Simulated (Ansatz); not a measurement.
Element substitutions in Cs2TlAsI6

The reference is Cs2TlAsI6 (space group Fm-3m, No. 225; a = 12.047 Å; a cell from a computed database, its experimental status unchecked).

Each row replaces one element on all its sites; cell and atoms are relaxed.

Method: Kohn–Sham DFT with the PBEsol functional, run in Ansatz (an electronic-structure program) with PAW and 420 eV plane waves, no SOC.

```tsv
case	band gap	volume per atom
base	0.60 eV	43.71 Å³
As → Bi	0.98 eV	48.84 Å³
As → Br	zero	43.95 Å³
As → Sb	0.54 eV	47.34 Å³
```

With Bi, I, Sb and Tl present, leaving out spin-orbit coupling can change the band edges. Stability against distortions was not tested. As relaxed here, Cs2TlI6Br is a hypothetical phase, not in the database extracts checked. For Cs2TlBiI6 and Cs2TlSbI6 in this form, whether it has been made was not checked. The final runs are not spin-polarised.
